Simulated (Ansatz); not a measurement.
Output of an Ansatz run (abridged):

```
WARN ansatz: RAYON_NUM_THREADS=1 ignored (pool sized by the plan → 1); use --threads N
basis.fft_grid_basis auto: the FFT boxes are laid along the combinations [[1, 0, -1], [0, 1, -1], [0, 0, 1]] of the cell's own vectors, 3.091, 3.091 and 5.385 …
Pseudopotentials: kind: paw
Pseudopotential: Li, paw, valence charge 3
Pseudopotential: Mg, paw, valence charge 10
Crystal: 2 atoms, lattice volume = 42.055 Å³
Basis set: ecut = 420 eV, 821 PW (Γ), FFT grids on a1−a3, a2−a3, a3
Bands: 11, of which v1, the nominal top of the filled ones, is band 7 counted from 1 (6 counted from 0)
Symmetry: 12 space group operations
Space group: R-3m (ITA 166), of the structure as read, at distance tolerance 3.5e-5 Å
k-points: 116 of 1000
PAW frozen core: Mg, regenerated for the run's functional, and the local potential with it
Initial density: superposition of atomic densities (neutral atoms: chi_scale 0, normalization atom), corrected by the library's trained network
Initial wavefunctions: pseudopotential atomic-orbital guess
Eigensolver: davidson
Functional: x = slater, c = lda
SCF iter   1: F=—  HF=-2103.317882 eV  |F-HF|=—  |Δ(HF+E_count)|=         —  Δρ=5.65e-3  dr2=4.93e-3  ethr=1.77e-3  ⟨swp⟩=5.0  Hψ=7316  notcnv=0
all-band conjugate gradients solve this SCF's bands
preconditioner: auto → none
SCF iter   2: F=—  HF=-2103.310445 eV  |F-HF|=—  |Δ(HF+E_count)|=   7.44e-3  S|Δr|=    0.00e0  Δρ=2.27e-3  dr2=1.21e-3  ethr=3.79e-5  ⟨swp⟩=2.0  Hψ=2864  notcnv=0
SCF iter   3: F=—  HF=-2103.309474 eV  |F-HF|=—  |Δ(HF+E_count)|=   9.71e-4  S|Δr|=    0.00e0  Δρ=4.69e-4  dr2=2.58e-4  ethr=9.32e-6  ⟨swp⟩=2.2  Hψ=1951  notcnv=0
SCF iter   4: F=—  HF=-2103.309426 eV  |F-HF|=—  |Δ(HF+E_count)|=   4.81e-5  S|Δr|=    0.00e0  Δρ=1.93e-4  dr2=2.27e-5  ethr=1.98e-6  ⟨swp⟩=1.5  Hψ=1339  notcnv=0
SCF iter   5: F=—  HF=-2103.309427 eV  |F-HF|=—  |Δ(HF+E_count)|=   1.19e-6  S|Δr|=    0.00e0  Δρ=5.13e-5  dr2=1.34e-6  ethr=1.75e-7  ⟨swp⟩=1.2  Hψ=1281  notcnv=0
SCF iter   6: F=-2103.309427 eV  HF=-2103.309427 eV  |F-HF|=2.10e-9  |Δ(HF+E_count)|=   1.79e-7  S|Δr|=    0.00e0  Δρ=5.46e-6  dr2=1.24e-8  ethr=7.69e-10  ⟨swp⟩=3.9  Hψ=4389  notcnv=0
SCF 1 converged in 6 iterations: F = -2103.309427 eV  dr2 = 1.24e-8
SCF converged after 6 iterations
Stability not checked (fill_not_monotonic)
Free energy (F): -2103.309427 eV
Harris-Foulkes:  -2103.309427 eV  (|F-HF|=2.10e-9)
Internal energy: -2103.310467 eV  (E = F + TS)
E sigma→0 (E₀):  -2103.309774 eV
Entropy (-TS):   0.001039 eV (0.520 meV/atom)
Fermi energy:    3.371584 eV
--- Per-component energies (eV) ---
  E_band       = -459.768794
  E_kinetic    = 96.437917
  E_local      = -1928.971976  (includes V_loc(G=0)·N_el)
  E_nonlocal   = 63.590708
  E_hartree    = 699.505239
  E_xc         = -38.105088
  E_vxc        = -49.566758  (∫ρ·V_xc dr)
  E_paw        = -289.843256  (= ΣΔE_a)
  E_vpaw       = -40.267285  (= ΣTr[D̂ρ^β])
  E_aug_tail   = 0.000010  (compensation charges beyond the density's cutoff)
  E_ewald      = -706.074500
  E_core_change = 0.150479  (= ΣΔE_core)
  E_smearing   = 0.001039  (= −TS)
  E_closure    = -0.000000  (closes the sum)
  Σ components = -2103.309427   (vs F -2103.309427, Δ=0.00e0)
--- Forces (eV/Å), atoms counted from 1 ---
  atom   1  Li     0.00000000    -0.00000000     0.00000000
  atom   2  Mg    -0.00000000     0.00000000     0.00000000
  max |Σ_I F_I| component: 1.68e-29 eV/Å
--- Stress (GPa, compression-positive) ---
       -1.135093      -0.000000      -0.000000
       -0.000000      -1.135093       0.000000
       -0.000000       0.000000      -1.943169
  P = ⅓ Tr σ = -1.4045 GPa (-14.045 kbar)
  The stress holds the Pulay correction. Without it, at fixed plane waves, as pw.x and ABINIT print it: P = -1.4079 GPa
--- Band table (eV; the first three rows and the last of 116) ---
  k-point 0: bands = ["-71.8179", "-42.1006", "-39.2473", "-39.2242", "-39.2242", "-2.3412", "2.4979", "4.4643", "15.7444", "15.7444", "16.3530"]
  k-point 1: bands = ["-71.8176", "-42.0995", "-39.2469", "-39.2276", "-39.2251", "-2.1388", "2.6472", "4.6510", "13.5160", "14.7844", "15.1678"]
  k-point 2: bands = ["-71.8168", "-42.0965", "-39.2458", "-39.2364", "-39.2273", "-1.5349", "3.0913", "5.1829", "10.5377", "12.7885", "13.7111"]
  k-point 115: bands = ["-71.8179", "-42.1007", "-39.2472", "-39.2242", "-39.2242", "-1.8939", "0.4379", "9.0757", "10.7282", "15.0549", "15.0549"]
```

The structure:

```
CELL_PARAMETERS angstrom
      1.54575     0.89244     5.08105
     -1.54575     0.89244     5.08105
      0.00000    -1.78488     5.08105
ATOMIC_POSITIONS crystal
  Li 0.00000 0.00000 0.00000
  Mg 0.50000 0.50000 0.50000
```

Task: Write an input that gives this output.

Result: Other spellings and defaults could give the same log, and not every line can be read from it. The input that was run (DFT, LDA (PW92), plane waves, default PAW files made with PBE):

Ansatz 0.2 input:
```yaml
crystal:
  lattice:
    - [1.545750, 0.892439, 5.081053]
    - [-1.545750, 0.892439, 5.081053]
    - [0.000000, -1.784878, 5.081053]
  atoms:
    - { symbol: Li, position_ang: [0.000000, 0.000000, 0.000000] }
    - { symbol: Mg, position_ang: [0.000000, 0.000000, 7.621579] }
basis:
  ecutwfc: 420.0 eV
kpoints:
  mp_grid: { grid: [10, 10, 10] }
hamiltonian:
  xc: lda
  pseudopotentials: { kind: paw }
scf:
  occupations: { method: cold, width: 0.2 eV }
output:
  forces: true
  eigenvalues: true
  stress: true
```

The starting cell comes from a database of computed structures (which also holds hypothetical and non-ambient phases and stackings), without a prior relaxation at this level. Ansatz's pressure includes its estimate of the finite-basis (Pulay) stress.

Ansatz is a quantum-chemistry and plane-wave program.
